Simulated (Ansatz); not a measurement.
Cost and result by functional for the adsorption energy of H2O on the 1x1 (101) surface of anatase TiO2 (cut with top plane O), one in a 2x1 cell, started at the site 'top O', in Ansatz (plane waves, PAW). Single points on the PBE structure, on one kind of machine; costs are rough ratios of the slab run's core time (references not counted) to the cheapest single point. r2SCAN's cost holds its higher cutoff (500 against 420 eV). Differences are taken against HSE06 for comparison alone: no measured value is at hand, so the table doesn't rank accuracy. HSE06 ran on a coarser k-mesh, which lowers its cost and may carry part of its shift.

Host crystal: anatase TiO2, with a band gap (PBE, scalar-relativistic without spin-orbit coupling).

Set-up: 39 atoms, 9.4 Å thick at the start under the adsorbate (thin: gaps and levels are the slab's own); mesh 3x4x1; 0.01 eV smearing; dipole correction on; 14 atoms held, the rest relaxed; no symmetry held; no spin, no spin-orbit, no U, no dispersion correction. At the end it is bonded to Ti. In PBE it is, or lies within 0.03 eV of, the lowest of the starts that converged. These notes are the PBE run's. Adsorption energies are against H2O(g). A negative adsorption energy means that the adsorbate is more stable on the surface than in its reference.

```
functional                     relative cost  adsorption energy (eV)  less HSE06 (eV)
-----------------------------  -------------  ----------------------  ---------------
RPBE                                       1                   -0.38             0.27
r2SCAN                                     2                   -0.82            -0.16
HSE06                                     40                   -0.65             0.00
PBE (the relaxed run's value)              –                   -0.61             0.05
```

The values span 0.43 eV, while the single points' costs differ by a factor of roughly 40. Differences are of unrounded values.

Ansatz is a first-principles code.
